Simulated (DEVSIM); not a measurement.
## Schottky contact on n-type β-Ga2O3

Structure: Schottky contact on n-type β-Ga2O3, at 300 K.

| layer (left to right) | material | thickness (μm) | Nd (cm⁻³) | τn (s) | τp (s) |
|---|---|---|---|---|---|
| 1 | β-Ga2O3 | 0.420 | 1.5e15 | 5.4e-10 | 5.4e-10 |
| 2 | β-Ga2O3 | 44.0 | 1.2e18 | 5.4e-10 | 5.4e-10 |

Left contact: Schottky, work function 5.02 eV, emission velocity 6.1e6 cm/s. Right contact: ohmic. Voltage is applied to the left contact. Recombination: SRH at mid-gap, radiative. Mobility is constant in doping.

Constants are typed, rounded textbook-type inputs, not results; the design itself was drawn at random and stands for no fabricated device. Values at 300 K.

| parameter | β-Ga2O3 |
|---|---|
| gap (eV) | 4.8 |
| affinity (eV) | 4 |
| permittivity | 10 |
| Nc (cm⁻³) | 3.7e18 |
| Nv (cm⁻³) | 5e20 |
| μn (cm²/Vs) | 160 |
| μp (cm²/Vs) | 1 |
| B (cm³/s) | 1e-12 |

DEVSIM, 1D drift-diffusion, Boltzmann statistics, complete ionisation; no tunnelling, impact ionisation, image-force lowering or self-heating. Metal contacts follow the ideal Schottky-Mott rule: no Fermi-level pinning, no interface dipoles.

The potential step across the device at zero bias is 0.991 V. The dark forward voltage at 1 A/cm² is 0.677 V and the dark forward voltage at 100 A/cm² is 0.883 V.

Dark forward current:

```
V (V)  J (A/cm²)
-----  ---------
0.05     6.4e-11
0.20      2.2e-8
0.30      9.8e-7
0.45     0.00028
0.60       0.069
0.70         2.2
0.85          69
1.00         260
1.15         520
1.25         720
1.40        1000
1.55        1400
1.65        1700
1.80        2100
```

Dark reverse current:

| V (V) | J (A/cm²) |
|---|---|
| -0.40 | -1.3e-11 |
| -1.00 | -1.5e-11 |
| -2.00 | -1.8e-11 |
| -3.00 | -1.9e-11 |
| -4.00 | -2.0e-11 |
| -6.00 | -2.2e-11 |
| -8.00 | -2.3e-11 |
| -10.00 | -2.3e-11 |
| -13.00 | -2.4e-11 |
| -16.00 | -2.4e-11 |
| -20.00 | -2.5e-11 |
